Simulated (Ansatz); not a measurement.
Input:

```xyz
2
Lattice="0.0000 1.7608 1.7811 1.7608 0.0000 1.7811 1.7608 1.7608 0.0000" Properties=species:S:1:pos:R:3 pbc="T T T"
C      0.0000     0.0000     0.0000
C      0.8804     0.8804     0.8906
```

These are HSE06, rigid bands (plane waves, PAW, scalar-relativistic; Ansatz, a first-principles code) values and carry that method's errors. Condition of this run: biaxial stress in (001) of 11 GPa (compression positive) (the target of the relaxation). How the cell was made: cell and atoms relaxed with PBEsol, then loaded as said.

Task: Predict the hole conductivity mass (n e² τ/σ) at 300 K, by direction if it differs.

Result: 0.48 (x), 0.48 (y), 0.33 (z) mₑ.

Task: What conductivity effective mass do dilute electrons have at 300 K?

Result: 0.46 (x), 0.46 (y), 0.28 (z) mₑ.

Task: And the band gap?

Result: 5.20 eV at this level.

Rigid bands, one relaxation time for all states, no polarons. Spin-orbit coupling is left out. Geometry: cell and atoms relaxed with PBEsol.
